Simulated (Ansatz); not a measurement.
Results of LDA in Ansatz (plane waves, PAW) for ZnSnSb2 (I-42d, No. 122, 8 atoms in the cell; start mp-4756).

Settings: plane-wave cutoff 520 eV, 12×12×12 k mesh, Fermi–Dirac smearing 0.05 eV, scalar-relativistic PAW data made under PBE.

Cell (relaxed at this level):

```
SnZnSb2
1.0
   -3.10386     3.10386     6.23975
    3.10386    -3.10386     6.23975
    3.10386     3.10386    -6.23975
Zn Sn Sb
2 2 4
Direct
  0.00000   0.00000   0.00000
  0.75000   0.25000   0.50000
  0.50000   0.50000   0.00000
  0.25000   0.75000   0.50000
  0.65423   0.62500   0.52923
  0.37500   0.90423   0.02923
  0.09577   0.12500   0.47077
  0.87500   0.34577   0.97077
```

Task: Predict the bulk modulus B0.

Result: 
- bulk modulus B0 = 51.5 GPa

The run finds no gap.

Note: the bulk modulus is −V dP/dV from two relaxed cells at ±2 % in volume; the relaxation could not lower the start's symmetry, so the cell can be a saddle point above a distorted one.

Spin–orbit coupling is not included; it can open a gap where bands touch, and shift volumes and moduli.

Computed values are for the static lattice.

The result took around 40 core-minutes (rough).

A start named mp-… is a Materials Project structure, which need not be a measured phase.

Ansatz is a quantum-chemistry and plane-wave program.
